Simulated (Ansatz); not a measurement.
Start from Cs$_{2}$AgBiBr$_{6}$ (space group Fm-3m, No. 225; a = 11.187 Å).

All numbers come from PBEsol, PAW, 420 eV (Ansatz, a quantum-chemistry and plane-wave program; no spin-orbit coupling).

Base values:

| Item | Result |
|---|---|
| Hole mass | 0.17 mₑ along k, 0.69 mₑ across (at X) |
| Gap character | indirect, X → L |
| Lattice parameter a | 11.187 Å |
| Electron mass | 0.36 mₑ along k, 0.25 mₑ across (at L) |
| Band gap | 1.10 eV |

Now apply this change: a hydrostatic pressure of 1.5 GPa.

Task: Estimate the effect on the hole mass.

Result: The hole mass goes from 0.17 mₑ along k, 0.69 mₑ across (at X) to 0.16 mₑ along k, 0.63 mₑ across (at X).

Task: How does this affect the gap character?

Result: The gap character stays indirect, X → L.

Task: What does the calculation give for the lattice parameter a after the change?

Result: The lattice parameter a shrinks by 0.182 Å (11.187 Å → 11.005 Å).

Task: What does the calculation give for the electron mass after the change?

Result: The electron mass changes from 0.36 mₑ along k, 0.25 mₑ across (at L) to 0.36 mₑ along k, 0.24 mₑ across (at L).

Task: What happens to the band gap?

Result: The band gap decreases by 0.09 eV (1.10 eV → 1.01 eV).

With Bi present, leaving out spin-orbit coupling can change the band edges. Load acts through the strain it causes; cell and atoms are relaxed under it. Masses are band curvatures over ±0.01 Å⁻¹ around the edge. Along k means along the line from Γ to the band edge. No phonon test of stability was made.
